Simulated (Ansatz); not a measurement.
For Zr₂AlC (P6₃/mmc, No. 194, 8 atoms in the cell; start mp-3886), LDA in Ansatz (plane waves, PAW) gives:

| Quantity | Value |
|---|---|
| lattice constant a | 3.270 Å |
| lattice parameter c | 14.400 Å |
| bulk modulus | 137 GPa |
| cohesive energy | 7.65 eV/atom |

### Question
What does r²SCAN (PAW; Ansatz, a quantum-chemistry and plane-wave program) give for the same quantities?

### Answer

- lattice constant a: 3.319 Å (rises by 1.5 %)
- lattice parameter c: 14.587 Å (increases by 1.3 %)
- bulk modulus: 131 GPa (drops by 4.4 %)
- cohesive energy: 6.39 eV/atom (falls by 1.26 eV/atom)

Changes are worked out from the printed values.

Unless a cell is named, each level is at its own relaxed cell (LDA 16.67, r²SCAN 17.39 Å³/atom).

Caveats: the bulk modulus is −V dP/dV from two relaxed cells at ±2 % in volume (LDA, r²SCAN); the relaxation could not lower the start's symmetry, so the cell can be a saddle point above a distorted one (LDA, r²SCAN). Ansatz's density-functional and Hartree–Fock values are scalar-relativistic unless marked +SOC, with PAW data made under PBE.

A start named mp-… is a Materials Project structure, which need not be a measured phase.
